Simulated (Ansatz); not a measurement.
Slab thickness and the (111) surface of fcc Ir: the same face, mesh and vacuum, all atoms relaxed in the 1x1 cell under the symmetry of the ideal cut; the real face may buckle or reconstruct.

Method: PBE (plane waves to 420 eV, PAW; Ansatz, a first-principles code).

```
atoms  thickness (Å)  γ (J/m²)  work function, top face (eV)                      rough cost
-----  -------------  --------  ----------------------------  ------------------------------
2                2.1         …                             …         roughly 16 core-seconds
3                4.3         …                             …    very roughly 24 core-seconds
4                6.6      2.25                          5.50         roughly 27 core-seconds
5                8.8      2.30                          5.52         roughly 40 core-seconds
6               11.1      2.29                          5.49  around 40 core-seconds (rough)
7               13.3      2.28                          5.48    very roughly 60 core-seconds
8               15.5      2.28                          5.50  around 80 core-seconds (rough)
10              20.0      2.29                          5.49   very roughly 110 core-seconds
12              24.5      2.29                          5.49   very roughly 2.7 core-minutes
16              33.4      2.29                          5.49   around 7 core-minutes (rough)
```

**Question.** Some entries are withheld; supply them.

**Answer.** 
- 2, γ (J/m²): 2.34
- 2, work function, top face (eV): 5.42
- 3, γ (J/m²): 2.31
- 3, work function, top face (eV): 5.39
